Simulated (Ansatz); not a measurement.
The starting structures come from a database of crystals and need not be the phases stable at ambient conditions.

 Where the default PAW files enter, the runs use the earlier of Ansatz's two default sets.

Data:

```yaml
crystal:
  lattice:
    - [6.01697, 0.00000, 0.00000]
    - [-2.06941, 6.25026, 0.00000]
    - [-1.03471, 3.12513, 3.18732]
  atoms:
    - { symbol: K, position: [0.38809, 0.15274, 0.00000] }
    - { symbol: H, position: [0.81108, 0.17032, 0.62270] }
    - { symbol: H, position: [0.81108, 0.79302, 0.37730] }
    - { symbol: P, position: [0.88879, 0.65514, 0.00000] }
    - { symbol: S, position: [0.20201, 0.61519, 0.00000] }
    - { symbol: O, position: [0.89604, 0.89292, 0.00000] }
    - { symbol: O, position: [0.73046, 0.34882, 0.38886] }
    - { symbol: O, position: [0.73046, 0.73768, 0.61114] }
```

Space group of this cell: Cm. The cell is taken as given; by r2SCAN its mean pressure is -2.7 GPa.

Transport runs along the normal of the first two printed cell vectors.

The gap is the functional's own, uncorrected, and κ follows it; spin-orbit coupling is left out. Mid-gap values are interpolated between the computed energies.

Give the band gap and the smallest decay constant κ at mid-gap that r2SCAN (Ansatz, a quantum-chemistry and plane-wave program) yields.

Gap 5.08 eV on a 6×10×10 mesh; κ = 0.432 1/Å, at the zone centre.
